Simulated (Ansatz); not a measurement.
Bond-angle distributions (per cent of the angles at each element, bins of 10°) of a relaxed model of amorphous germanium selenide (Ge36Se54) at 4.35 g/cm³. The numbers are results of PBE, scalar-relativistic without spin-orbit coupling, PAW (Ansatz default set, large-core Se) (plane waves to 420 eV; Ansatz, a program for electronic structure), not measurements.

It comes from a melt-quench run on a machine-learned potential (CHGNet), relaxed afterwards by DFT. The hot cell started wider than the set density and was brought back towards it in steps. It is the lowest in DFT energy of 4 quenches. It is a model cell: composition and starting density were chosen by hand, and all elements were melted together. No dispersion term was used. Its density started from a set value of 4.35 and ended at 4.35 g/cm³. The simulated quench (nominally 20 K/ps over its main leg) is rapid and tends to freeze in more defects than a deposited or slowly cooled glass has. A cell of this size samples the disorder only roughly. The volume was held where the preparation left it, at a PBE pressure of 0.7 GPa. Stress components on the final sampling reach 0.9 GPa. On a 2×2×2 Γ-centred mesh force components of up to 0.17 eV/Å stay, since the relaxation ran on the zone centre alone.

Bonds are counted up to Ge-Ge 2.85 Å, Ge-Se 2.92 Å, Se-Se 2.76 Å.

```json
[
 {"angle (°)": "50-60", "at Ge": "0", "at Se": "0"},
 {"angle (°)": "60-70", "at Ge": "0", "at Se": "0"},
 {"angle (°)": "70-80", "at Ge": "3", "at Se": "7"},
 {"angle (°)": "80-90", "at Ge": "9", "at Se": "18"},
 {"angle (°)": "90-100", "at Ge": "21", "at Se": "35"},
 {"angle (°)": "100-110", "at Ge": "34", "at Se": "22"},
 {"angle (°)": "110-120", "at Ge": "26", "at Se": "9"},
 {"angle (°)": "120-130", "at Ge": "4", "at Se": "5"},
 {"angle (°)": "130-140", "at Ge": "1", "at Se": "2"},
 {"angle (°)": "140-150", "at Ge": "1", "at Se": "0"},
 {"angle (°)": "150-160", "at Ge": "0", "at Se": "0"},
 {"angle (°)": "160-170", "at Ge": "1", "at Se": "1"},
 {"angle (°)": "170-180", "at Ge": "0", "at Se": "0"}
]
```

They go with these counts of neighbours within the cut-offs, cation contacts included: Ge mean 3.5, most often 4; Se mean 2.3, most often 2.
